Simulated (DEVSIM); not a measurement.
Structure: Schottky contact on n-type Si, at 300 K.

```tsv
layer (left to right)	material	thickness (μm)	Nd (cm⁻³)	τn (s)	τp (s)
1	Si	0.570	3.8e15	4.3e-7	4.3e-7
```

Left contact: Schottky, work function 4.87 eV, emission velocity 3.9e6 cm/s. Right contact: ohmic. Voltage is applied to the left contact. Recombination: SRH at mid-gap, radiative. Mobility is constant in doping.

This is a model device: material constants are rounded textbook-type values typed into the input, and sizes, dopings and lifetimes were drawn at random. Values at 300 K.

```tsv
parameter	Si
gap (eV)	1.124
affinity (eV)	4.05
permittivity	11.7
Nc (cm⁻³)	2.86e19
Nv (cm⁻³)	3.1e19
μn (cm²/Vs)	1417
μp (cm²/Vs)	470
B (cm³/s)	4.7e-15
```

DEVSIM, 1D drift-diffusion, Boltzmann statistics, complete ionisation; no tunnelling, impact ionisation, image-force lowering or self-heating. Metal contacts follow the ideal Schottky-Mott rule: no Fermi-level pinning, no interface dipoles.

The metal work function was swept, all else fixed.

```json
[
 {"metal work function (eV)": "4.72", "dark forward voltage at 1 A/cm² (V)": "0.243", "largest field in the device at zero bias (V/cm)": "22000", "potential step across the device at zero bias (V)": "0.439", "dark forward voltage at 100 A/cm² (V)": "0.374"},
 {"metal work function (eV)": "4.77", "dark forward voltage at 1 A/cm² (V)": "0.293", "largest field in the device at zero bias (V/cm)": "23000", "potential step across the device at zero bias (V)": "0.489", "dark forward voltage at 100 A/cm² (V)": "0.424"},
 {"metal work function (eV)": "4.82", "dark forward voltage at 1 A/cm² (V)": "0.343", "largest field in the device at zero bias (V/cm)": "25000", "potential step across the device at zero bias (V)": "0.539", "dark forward voltage at 100 A/cm² (V)": "0.474"},
 {"metal work function (eV)": "4.87", "dark forward voltage at 1 A/cm² (V)": "0.393", "largest field in the device at zero bias (V/cm)": "26000", "potential step across the device at zero bias (V)": "0.589", "dark forward voltage at 100 A/cm² (V)": "0.524"},
 {"metal work function (eV)": "4.92", "dark forward voltage at 1 A/cm² (V)": "0.442", "largest field in the device at zero bias (V/cm)": "27000", "potential step across the device at zero bias (V)": "0.639", "dark forward voltage at 100 A/cm² (V)": "0.572"},
 {"metal work function (eV)": "4.97", "dark forward voltage at 1 A/cm² (V)": "0.485", "largest field in the device at zero bias (V/cm)": "29000", "potential step across the device at zero bias (V)": "0.689", "dark forward voltage at 100 A/cm² (V)": "0.613"},
 {"metal work function (eV)": "5.02", "dark forward voltage at 1 A/cm² (V)": "0.511", "largest field in the device at zero bias (V/cm)": "38000", "potential step across the device at zero bias (V)": "0.739", "dark forward voltage at 100 A/cm² (V)": "0.640"},
 {"metal work function (eV)": "5.07", "dark forward voltage at 1 A/cm² (V)": "0.518", "largest field in the device at zero bias (V/cm)": "69000", "potential step across the device at zero bias (V)": "0.789", "dark forward voltage at 100 A/cm² (V)": "0.651"}
]
```

From the first row to the last the dark forward voltage at 1 A/cm² goes from 0.243 to 0.518. From the first row to the last the largest field in the device at zero bias goes from 22000 to 69000.
